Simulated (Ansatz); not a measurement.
**Hypothetical diamond Re: response to strain**

The parent structure is Re in the diamond structure (space group Fd-3m, No. 227; a = 5.6520 Å; a hypothetical phase, not in the database extracts checked; relaxed with 0.1 eV smearing). Axes: x, y, z lie along the cube axes.

Strains are applied to the cell and any free atomic positions relax; under biaxial strain the out-of-plane vector relaxes too.

Levels (all Ansatz, a quantum-chemistry and plane-wave program, PAW): PBE (420 eV, without spin-orbit coupling); PBEsol (420 eV, no spin-orbit coupling).

The base cell above is that of PBE; each level relaxes its own structures.

Notes on the quantities. energy relative to the base: free energy F.

```csv
case,"energy relative to the base, PBE","energy relative to the base, PBEsol"
"biaxial strain +0.62 %, plane normal [001], relaxed out of plane",+0.4 meV/atom,+0.4 meV/atom
isotropic strain +2.99 %,+92 meV/atom,+96 meV/atom
isotropic strain +4.58 %,+0.204 eV/atom,+0.214 eV/atom
uniaxial strain ε_zz = −1.69 %,+4.0 meV/atom,+4.2 meV/atom
```

The two levels differ by at most about 9.7 meV/atom. They put the cases in the same order.

Whether these cells are dynamically stable was not tested. The final runs are not spin-polarised.
